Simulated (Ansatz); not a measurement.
Ge (P4₃2₁2, No. 96, 12 atoms in the cell; start mp-137; another form than the element's usual one), treated with r²SCAN+SOC in Ansatz (plane waves, PAW).

Numerical settings: plane-wave cutoff 560 eV, 6×6×4 k mesh (along the axes of the cell as run), Fermi–Dirac smearing 0.01 eV, PAW data made under PBE.

Cell (relaxed with PBEsol):

```cif
data_Ge12
_chemical_formula_sum 'Ge12'
_space_group_name_H-M_alt 'P 1'
_space_group_IT_number 1
_cell_length_a 5.92618
_cell_length_b 5.92618
_cell_length_c 6.96711
_cell_angle_alpha 90.000
_cell_angle_beta 90.000
_cell_angle_gamma 90.000
loop_
_space_group_symop_operation_xyz
  'x, y, z'
loop_
_atom_site_label
_atom_site_type_symbol
_atom_site_fract_x
_atom_site_fract_y
_atom_site_fract_z
_atom_site_occupancy
Ge1 Ge 0.08889 0.08889 0.00000 1
Ge2 Ge 0.41111 0.58889 0.75000 1
Ge3 Ge 0.91111 0.91111 0.50000 1
Ge4 Ge 0.58889 0.41111 0.25000 1
Ge5 Ge 0.17191 0.36955 0.25708 1
Ge6 Ge 0.13045 0.67191 0.00708 1
Ge7 Ge 0.82809 0.63045 0.75708 1
Ge8 Ge 0.86955 0.32809 0.50708 1
Ge9 Ge 0.67191 0.13045 0.99292 1
Ge10 Ge 0.63045 0.82809 0.24292 1
Ge11 Ge 0.32809 0.86955 0.49292 1
Ge12 Ge 0.36955 0.17191 0.74292 1
```

**Question.** What does this level give for the band gap and direct gap at Γ?

**Answer.** 
- band gap: 0.75 eV (direct)
- direct gap at Γ: 1.99 eV

Note: cell and atoms aren't relaxed at this level (largest force component 0.18 eV/Å, pressure 0.8 GPa).

The computed numbers hold no vibrational or temperature effects.

Cost on a shared machine: around 40 core-minutes (rough).

A start named mp-… is a Materials Project structure, which need not be a measured phase.

Ansatz is an electronic-structure program.
